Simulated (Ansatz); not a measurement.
Take GaAs in the zinc blende structure (space group F-43m, No. 216; a = 5.659 Å) as the base. Axes: x, y, z lie along the cube axes.

The change: the cell is compressed by 3.91 % along x with no lateral relaxation; the atoms relax in the strained cell.

Levels (all Ansatz, a program for electronic structure, PAW, earlier PAW set): PBEsol (420 eV, no spin-orbit coupling); r2SCAN (500 eV, no SOC); HSE06 (420 eV, scalar-relativistic without spin-orbit coupling); PBEsol+SOC (420 eV, noncollinear with spin-orbit coupling); HSE06+SOC (420 eV, noncollinear with spin-orbit coupling).

One geometry, relaxed with PBEsol, under each level:

The valence-band top lists the three highest levels at Γ (Kramers pairs under SOC), from the VBM.

```json
[
 {"level": "PBEsol", "band gap": "0.56 eV", "lowest conduction level above the VBM at special points": "Γ 0.56 eV; N 0.86 eV; M 0.98 eV; X 1.23 eV", "valence-band top at Γ": "0.00, -0.22, -0.22 eV", "electron mass": "0.034 mₑ along x, 0.043 mₑ across (at Γ)", "hole mass": "0.034 mₑ along x, 0.31 mₑ across (at Γ)", "pressure": "3.00 GPa"},
 {"level": "r2SCAN", "band gap": "1.16 eV", "lowest conduction level above the VBM at special points": "Γ 1.16 eV; N 1.31 eV; M 1.37 eV; X 1.64 eV", "valence-band top at Γ": "–", "electron mass": "0.062 mₑ along x, 0.068 mₑ across (at Γ)", "hole mass": "0.062 mₑ along x, 0.31 mₑ across (at Γ)", "pressure": "3.42 GPa"},
 {"level": "HSE06", "band gap": "1.57 eV", "lowest conduction level above the VBM at special points": "Γ 1.57 eV; N 1.70 eV; M 1.66 eV", "valence-band top at Γ": "–", "electron mass": "–", "hole mass": "–", "pressure": "–"},
 {"level": "PBEsol+SOC", "band gap": "0.50 eV", "lowest conduction level above the VBM at special points": "Γ 0.50 eV; N 0.80 eV; M 0.91 eV; X 1.17 eV", "valence-band top at Γ": "0.00, -0.17, -0.47 eV", "electron mass": "0.033 mₑ along x, 0.041 mₑ across (at Γ)", "hole mass": "0.035 mₑ along x, 0.18 mₑ across (at Γ)", "pressure": "2.99 GPa"},
 {"level": "HSE06+SOC", "band gap": "1.50 eV", "lowest conduction level above the VBM at special points": "Γ 1.50 eV; N 1.63 eV; M 1.59 eV", "valence-band top at Γ": "0.00, -0.18, -0.50 eV", "electron mass": "–", "hole mass": "–", "pressure": "–"}
]
```

Single points use the geometry relaxed with PBEsol. Their cutoffs differ, which shifts pressures a little. The spin-orbit shifts are approximate. Masses are band curvatures over ±0.01 Å⁻¹ around the edge. Stability against distortions was not tested. k-point labels follow each cell's own Brillouin zone.
